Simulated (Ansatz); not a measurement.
The starting structures come from a database of crystals and need not be the phases stable at ambient conditions.

By PBEsol, the system below comes out a metal.

A figure of merit of an interconnect metal is its ballistic conductance per area.

Input:

```yaml
crystal:
  lattice:
    - [4.84542, 0.00000, 0.00000]
    - [-2.42271, 4.19626, 0.00000]
    - [2.42271, 1.39875, 3.31729]
  atoms:
    - { symbol: Bi, position: [0.00000, 0.50000, 0.50000] }
    - { symbol: Te, position: [0.00000, 0.00000, 0.00000] }
```

Space group of this cell: R-3m. The cell is taken as given; by PBEsol its mean pressure is -2.5 GPa.

The current flows along the normal of the first two printed cell vectors, the (001) plane of the conventional cell. No spin-orbit coupling; the value is a mean over 0.1 eV about the Fermi level.

Question: Predict the ballistic conductance per area from PBEsol (Ansatz, a first-principles code).

Answer: 0.82 × 10¹⁵ S/m² for both spins.
